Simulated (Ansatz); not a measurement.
For ScB₂ (P6/mmm), PBEsol, DFPT electron-phonon coupling, linearised Boltzmann equation (Ansatz, an electronic-structure program) gives a transport coupling λ_tr = 0.344 and a Drude plasma energy ħω_p = 5.38 eV along z (a = (3.13, 0.00, 0.00) Å; b = (-1.56, 2.71, 0.00) Å; c = (0.00, 0.00, 3.48) Å).

Task: Estimate the resistivity at 300 K from the high-temperature formula ρ = 2π λ_tr k_B T / (ħ ε₀ ω_p²), and say how the full Boltzmann solution compares.

Result: The scattering rate is 1/τ = 2π λ_tr k_B T/ħ = 8.49e13 s⁻¹ and ω_p = 8.17e15 s⁻¹, so ρ ≈ 14.4 μΩ·cm. The Boltzmann solution gives 8.57 μΩ·cm, 0.60 times the estimate; it lies lower because k_BT is not large against the phonon energies and the solution lets the distribution adjust.

A metal at this level (no band gap). Only scattering by harmonic phonons is included (no impurities, grain boundaries, electron-electron scattering or thermal expansion). Spin-orbit coupling is left out. Halving the electron mesh (32x32x24) moves the resistivity by up to 2 % at 300 K, the coupling by up to 2 %. Smearing 0.20 eV; phonons on a 5x5x4 q mesh, which this run doesn't test.

Formula and space group known from diffraction (Crystallography Open Database), not checked to be the room-temperature form: ScB2 (P6/mmm).
